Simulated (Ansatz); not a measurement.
# CdTe: pressure series

Start from CdTe in the zinc blende structure (space group F-43m, No. 216; a = 6.4892 Å).

Cell and atoms are relaxed at each pressure.

Method: PBEsol, PAW, 420 eV (Ansatz, a first-principles code; spin-orbit coupling left out).

Candidates:
(a) pressure −1 GPa
(b) pressure 10 GPa
(c) pressure 5 GPa

Before the change:

```
Item        Value
--------  -------
Band gap  0.65 eV
```

Task: Order them by band gap, lowest first.

Result: (a) pressure −1 GPa (0.57 eV), (c) pressure 5 GPa (0.94 eV), (b) pressure 10 GPa (1.14 eV)

Spin-orbit coupling, missing from the scalar runs, can matter with Te. Load acts through the strain it causes; cell and atoms are relaxed under it. Stability against distortions was not tested. Measured, CdTe leaves this structure (for cinnabar) near 3.53 GPa (temperature not stated; as listed in Datta, Sujoy, Jana, Debnarayan, arXiv (2020)), on rising pressure, with hysteresis.
